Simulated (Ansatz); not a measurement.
We consider BN (model structure, from the rocksalt type, Fm-3m, No. 225), described by G0W0@PBEsol in Ansatz (hard PAW, contour deformation).

The cell is the one relaxed with PBEsol. Conventional cell: a = 3.4826 Å, b = 3.4826 Å, c = 3.4826 Å, α = 90.00°, β = 90.00°, γ = 90.00°.

One run with a 6×6×6 mesh, response cutoff 150 eV and 81 empty bands, not extrapolated in mesh or basis; no spin–orbit coupling.

Some levels at Γ in eV, each set counted from its highest filled level:

```csv
row,degeneracy,PBEsol,quasiparticle
1,1,-21.76,(withheld)
2,3,0.00,0.00
3,1,10.33,(withheld)
4,1 or more,13.03,(withheld)
```

Problem. Some entries are withheld; supply them.

Solution. 
- 1, quasiparticle: -22.51
- 3, quasiparticle: 11.35
- 4, quasiparticle: 14.26

Levels within 5 meV count as one row.

Note: the cell keeps the symmetry of its start, so it can be a saddle point.

A model structure was made by putting elements into a prototype or built by hand; it is no filed structure, need not be a known phase, and can be a saddle point held by its symmetry.

Ansatz is a first-principles code.
